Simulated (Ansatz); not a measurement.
An Ansatz (a first-principles code) input (Ansatz LDA, spin-orbit coupling left out):

Ansatz 0.2 input:
```yaml
crystal:
  lattice:
    - [-2.6587420476, 2.6587420476, 5.2417184683]
    - [2.6587420476, -2.6587420476, 5.2417184683]
    - [2.6587420476, 2.6587420476, -5.2417184683]
  atoms:
    - { symbol: Cu, position: [0, 0, 0] }
    - { symbol: Cu, position: [0.75, 0.25, 0.5] }
    - { symbol: Zn, position: [0.25, 0.75, 0.5] }
    - { symbol: Sn, position: [0.5, 0.5, 0] }
    - { symbol: S, position: [0.3698133448, 0.9000282777, 0.0091952976] }
    - { symbol: S, position: [0.0999717223, 0.1091670199, 0.4697850671] }
    - { symbol: S, position: [0.8908329801, 0.3606180472, 0.9908047024] }
    - { symbol: S, position: [0.6393819528, 0.6301866552, 0.5302149329] }
basis: { ecutwfc: 420, ecutrho_ratio: 4, xc_grid: 2, fft_grid_basis: typed }
kpoints: { mp_grid: { grid: [9, 9, 9] } }
hamiltonian:
  xc: lda
  dispersion: none
  pseudopotentials: { kind: paw }
scf: { occupations: { method: fermi_dirac, width: 0.05 }, convergence: { dr2_threshold: 0.0000000008 } }
relax: { f_tol: 0.005, max_steps: 50 }
output: { forces: true, stress: true }
checkpoint: { write: state.ck, write_every: 1000 }
```

### Question
Which symmetry and how many k-points will the program report, and about how many plane waves at Γ?

### Answer
Space group I-4 (ITA 82) with 4 operations, k-points 105 of 729, and 2897 plane waves at Γ.

### Question
And the final pressure?

### Answer
1.37 GPa (compression positive).

The cells carry an imposed strain or load. No phonon test of stability was made. All final runs are without spin polarisation. The cell was made from ZnCu$_{2}$SnS$_{4}$ (space group I-4, No. 82) by this change: uniaxial strain ε_zz = −1.50 %.
